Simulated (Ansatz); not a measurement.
How far PBE and PBEsol part for Ti

Start from Ti in the hcp (Mg type) structure (space group P6_3/mmc, No. 194; a = 2.939 Å, c = 4.650 Å).

(Cell as relaxed with PBE.)

Levels (all Ansatz, a program for electronic structure, PAW): PBE (420 eV, spin-orbit coupling left out); PBEsol (420 eV, without spin-orbit coupling).

Each level relaxes its own structure.

```csv
quantity,PBE,PBEsol
volume per atom,17.39 Å³,…
lattice parameter a,2.939 Å,…
lattice parameter c,4.650 Å,…
band gap,zero,…
```

### Question
Given the PBE results, estimate those of PBEsol.

### Answer

- volume per atom, PBEsol: 16.73 Å³
- lattice parameter a, PBEsol: 2.901 Å
- lattice parameter c, PBEsol: 4.591 Å
- band gap, PBEsol: zero

PBE's volume per atom lies 0.667 Å³ above PBEsol's (4.0 %); PBE's lattice parameter a lies 0.038 Å above PBEsol's (1.3 %); PBE's lattice parameter c lies 0.0595 Å above PBEsol's (1.3 %); the two agree on the band gap. Neither level is exact; PBEsol is the comparison here, not a measurement.

No phonon test of stability was made. The final runs are not spin-polarised.
